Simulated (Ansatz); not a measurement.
Ag (model structure, started from the diamond type, Fd-3m, No. 227, 2 atoms in the cell) was calculated with LDA (Ansatz, a quantum-chemistry and plane-wave program, PAW).

Settings: plane-wave cutoff 520 eV, 16×16×16 k mesh, Fermi–Dirac smearing 0.05 eV, no spin polarisation, scalar-relativistic PAW data made under PBE.

Cell (relaxed at this level):

```cif
data_Ag8
_chemical_formula_sum 'Ag8'
_space_group_name_H-M_alt 'Fd-3m :1'
_space_group_IT_number 227
_space_group_name_Hall 'F 4d 2 3 -1d'
_cell_length_a 5.93028
_cell_length_b 5.93028
_cell_length_c 5.93028
_cell_angle_alpha 90.000
_cell_angle_beta 90.000
_cell_angle_gamma 90.000
loop_
_atom_site_label
_atom_site_type_symbol
_atom_site_symmetry_multiplicity
_atom_site_Wyckoff_symbol
_atom_site_fract_x
_atom_site_fract_y
_atom_site_fract_z
_atom_site_occupancy
Ag1 Ag 8 b 0.50000 0.50000 0.50000 1
```
(The calculation used a cell of 2 atoms; values per cell refer to that cell.)

### Question
Predict the bulk modulus B0.

### Answer

bulk modulus B0: 52.0 GPa

The run finds no gap.

Note: the bulk modulus is −V dP/dV from two relaxed cells at ±2 % in volume; the relaxation could raise the start's symmetry but not lower it, so the cell can be a saddle point.

The computed numbers hold no vibrational or temperature effects.

It cost about 40 core-seconds (a rough figure) of CPU time.

A model structure was made by putting elements into a prototype or built by hand; it is no filed structure, need not be a known phase, and can be a saddle point held by its symmetry.
